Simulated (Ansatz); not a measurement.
## MgB2: stress against strain

MgB2 (AlB2 type, P6/mmm, 9.623 Å³/atom at rest, c along z) under a strain ε along c (axis z), the other axes held. PBE in Ansatz, a plane-wave DFT program (PAW, default set), 420 eV, 22×22×16 Γ-centred mesh, Fermi-Dirac smearing 0.10 eV; ions are relaxed within the symmetry of each cell. Stress is positive for a compressed cell.

Here s stands for strain and y for stress zz.

```
strain (%)  stress zz (GPa)
----------  ---------------
-1.50                  4.06
-1.00                  2.69
-0.50                  1.34
0.00                   0.00
0.50                  -1.31
1.00                  -2.61
1.50                  -3.89
3.00                      ?
```

The 7 complete rows are fitted with a straight line, y against s. Means: s 0, y 0.040. About the means, the sum of products is -18.550 and the sum of squares of s is 7.0000; the slope is their ratio. Least squares gives y = 0.040 - 2.6500·s. Residuals (row less fit): 0.045, 0.000, -0.025, -0.040, -0.025, 0.000, 0.045; standard error 0.037 (degrees of freedom: 5). The slope gives the elastic constant C33 = 265 ± 1.4 GPa.

What does the fit predict for y at s = 3.00, and how far is the calculated value from it?

y = 0.040 - 2.6500 × 3.0 = -7.910 GPa. The calculation gives -7.61 GPa, 0.300 GPa above the prediction (2.6 % of the range of y in the table). The row lies outside the fitted rows, so this is an extrapolation. From the scatter of the fitted rows alone, a prediction at this place has a standard error of 0.058 GPa, so the miss is 5.2 times that.

One order more, fitted to all 13 runs of the series, follows each within 0.01, so the miss is the next term of a smooth law. In a metal these values are sensitive to mesh and smearing; energies are taken to zero smearing, stresses follow the free energy. Rows are the converged runs of the series near zero and its far end; series whose fitted rows scatter by over a few per cent of the range, as at a crossing or softening among them, aren't shown in this form. Most that stay on the fit to the last digits aren't either.
